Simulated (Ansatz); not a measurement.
Defect migration in zinc-blende GaN: interstitial Zn, charge state +2. Calculation: PBE, PAW (plane waves to 420 eV; Ansatz, a first-principles code).

Cell of 64 host sites held at the relaxed PBE lattice; one k-point at (0.250, 0.250, 0.250); Fermi-Dirac width 0.01 eV, spin-restricted; finite-size errors left in. Energies are static. The host's phase is taken as given; its stability against other phases was not computed. The charge state is imposed; whether it is stable for some Fermi level was not computed. Sites that were not tried may lie lower.

Barriers: single points on a 2×2×2 k-point mesh shifted by half a step at the bands' geometries.

The step: Zn moves alone to another site; the atom moves 3.21 Å along (0.50, 0.00, -0.50) of the unit cell; the moving atom starts with neighbours 6 Ga at 2.47; 4 N at 1.99 Å and ends with 6 Ga at 2.47; 4 N at 1.99 Å.

Question: Estimate the migration barrier of this step that PBE, PAW returns for this input.

Answer: 1.45 eV, the same both ways. At the saddle the moving atom has neighbours 3 Ga at 2.23, Ga at 2.45; N at 2.05, N at 2.06, N at 2.08, N at 2.50, N at 2.51, N at 2.53 Å. The program found a first-order saddle point.
